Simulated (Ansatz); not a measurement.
Given:

```
CELL_PARAMETERS angstrom
      3.36844     0.00000     0.00000
      1.68422     2.91715     0.00000
      0.00000     0.00000    10.74161
ATOMIC_POSITIONS crystal
  Ge 0.33333 0.33333 0.25000
  Ge 0.66667 0.66667 0.75000
  S  0.33333 0.33333 0.60730
  S  0.66667 0.66667 0.10730
  S  0.66667 0.66667 0.39270
  S  0.33333 0.33333 0.89270
```

No spin polarisation.

Method: PBE-D3(BJ), PAW, 420 eV (Ansatz, a quantum-chemistry and plane-wave program; without spin-orbit coupling). k-mesh 16×16×5 (Γ-centred); smearing 0.05 eV (Fermi–Dirac).

### Question
What band gap does the calculation give?

### Answer
Zero.

### Question
What is the computed space group?

### Answer
P6_3/mmc (No. 194).

### Question
Predict the pressure (mean of the normal stresses, compression positive).

### Answer
2.1 GPa.

The cells carry an imposed strain or load. Whether these cells are dynamically stable was not tested. The final runs are not spin-polarised. The cell was made from GeS₂ in the 2H-MoS2 type structure (space group P6_3/mmc, No. 194; a hypothetical phase, not in the database extracts checked; layered, stacked along the Cartesian z axis) by this change: biaxial strain −1.71 %, plane normal [001], relaxed out of plane.
